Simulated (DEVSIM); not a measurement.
Device: Schottky contact on p-type Si, at 300 K.

Layer 1 from the left is Si, thickness (μm) 0.420, Na (cm⁻³) 3.4e15, τn (s) 1.2e-7, τp (s) 1.2e-7. Layer 2 from the left is Si, thickness (μm) 2.90, Na (cm⁻³) 2.6e18, τn (s) 1.2e-7, τp (s) 1.2e-7.

Left contact: Schottky, work function 4.454 eV, emission velocity 8.7e6 cm/s. Right contact: ohmic. Voltage is applied to the left contact. Recombination: SRH at mid-gap, radiative, Auger. Mobility is μmin + (μ − μmin)/(1 + (N/Nref)^α).

The device is made up for the run: typed textbook-type constants, with dimensions and the other settings drawn at random. Values at 300 K.

Si: gap (eV) 1.124, affinity (eV) 4.05, permittivity 11.7, Nc (cm⁻³) 2.86e19, Nv (cm⁻³) 3.1e19, μn (cm²/Vs) 1417, μp (cm²/Vs) 470, μn,min 52, μp,min 45, Nref,n 9.7e16, Nref,p 2.2e17, αn 0.68, αp 0.72, B (cm³/s) 4.7e-15, Cn (cm⁶/s) 2.8e-31, Cp (cm⁶/s) 9.9e-32.

Simulated with DEVSIM: 1D drift-diffusion, Boltzmann statistics, complete ionisation; no tunnelling, impact ionisation, image-force lowering or self-heating. Metal contacts follow the ideal Schottky-Mott rule: no Fermi-level pinning, no interface dipoles.

Problem. What does the simulation give for the potential step across the device at zero bias, the dark forward voltage at 1 A/cm², the dark forward voltage at 100 A/cm²?

Solution. potential step across the device at zero bias 0.656 V; dark forward voltage at 1 A/cm² 0.290 V; dark forward voltage at 100 A/cm² 0.435 V.
